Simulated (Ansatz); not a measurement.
Consider the following.

```xyz
4
Lattice="2.5492 0.0000 0.0000 0.0000 3.6051 0.0000 0.0000 0.0000 16.2746" Properties=species:S:1:pos:R:3 pbc="T T T"
N      1.9119     1.6586     7.6034
B      0.6373     1.0453     7.9198
N      3.1865     3.4611     8.6712
B      1.9119     2.8478     8.3548
```

No spin polarisation.

The values are results of plane-wave PAW DFT at the PBEsol level (Ansatz, a program for electronic structure, 420 eV), no SOC, earlier PAW set, not measurements. Γ-centred 13×9×1 mesh, Fermi–Dirac width 0.05 eV. The cell is a slab with vacuum along z.

What band gap does the calculation give?

4.34 eV.

What smallest direct gap does the calculation give?

5.10 eV.

Predict the gap character.

Indirect, k = (0.077, 0.222, 0) in the run's primitive reciprocal basis → Γ–X (88 % along).

What is the computed layer's space group (with vacuum)?

Pmn2_1 (No. 31).

Stability against distortions was not tested. The cell was made from BN in the zinc blende structure (space group F-43m, No. 216) by this change: a free-standing slab of 2 layers (4 atoms, 2 a layer) is cut normal to [110], with 15 Å of vacuum and the in-plane cell held at bulk.
